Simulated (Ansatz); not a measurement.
The reference is Pd in the fcc (Cu type) structure (space group Fm-3m, No. 225; a = 3.876 Å).

It is then changed as follows: every Pd is replaced by Ni, then cell and atoms are relaxed.

Levels (all Ansatz, a quantum-chemistry and plane-wave program, PAW): PBEsol (420 eV, without spin-orbit coupling); r2SCAN (500 eV, no spin-orbit coupling).

The geometry is relaxed with PBEsol.

PBEsol pressure: 0.0 GPa
PBEsol magnetic state: ferromagnetic
PBEsol largest site moment: 0.65 μB

With r2SCAN at the same geometry, the pressure goes from zero to 3.0 GPa; the magnetic state remains ferromagnetic; the largest site moment rises by 0.15 μB to 0.80 μB.

The magnetic state is the one reached from the starting moments; the real material's order can differ, and small cells can't hold many antiferromagnetic ones. Single points use the geometry relaxed with PBEsol. Their cutoffs differ, which shifts pressures a little. No phonon test of stability was made. Spin-polarised in the final run: PBEsol Ni and r2SCAN Ni; the other runs are not.
